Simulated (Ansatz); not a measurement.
The parent structure is HgS in the zinc blende structure (space group F-43m, No. 216; a = 5.876 Å).

Computed with PBEsol (Ansatz, a first-principles code, PAW, no spin-orbit coupling).

Base values:

| Property | Result |
|---|---|
| Pressure | 0.0 GPa |
| Band gap | zero |

Modification: every lattice vector is shortened by 2.50 %, atoms relaxed at fixed cell.

Problem. How does this affect the energy relative to the base?

Solution. The energy grows by 30 meV/atom.

Problem. Estimate the effect on the pressure.

Solution. The pressure goes from zero to 5.5 GPa.

Problem. Predict the new band gap.

Solution. The band gap stays zero.

The mesh was chosen for an insulator and is coarse for the gapless case. Spin-orbit coupling, missing from the scalar runs, can matter with Hg. The cells carry an imposed strain or load. Whether these cells are dynamically stable was not tested. All final runs are without spin polarisation. The zero or small gap of HgS can change with the level of theory.
